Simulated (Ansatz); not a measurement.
For ZnS (model structure, started from the NiAs type, P6₃/mmc, No. 194, 4 atoms in the cell), PBEsol (plane waves, PAW; Ansatz, a first-principles code) gives:

```
Property             Result
------------------  -------
lattice constant a  3.565 Å
c axis length       5.817 Å
```

Task: What does PBE-D3(BJ) (Ansatz, plane waves, PAW) give for the same quantities?

Result: 
- lattice constant a: 3.572 Å (rises by 0.2 %)
- lattice parameter c: 5.841 Å (goes up by 0.4 %)

Changes are worked out from the printed values.

Unless a cell is named, each level is at its own relaxed cell (PBEsol 16.00, PBE-D3(BJ) 16.14 Å³/atom).

Ansatz's density-functional and Hartree–Fock values are scalar-relativistic unless marked +SOC, with PAW data made under PBE.

A model structure was made by putting elements into a prototype or built by hand; it is no filed structure, need not be a known phase, and can be a saddle point held by its symmetry.
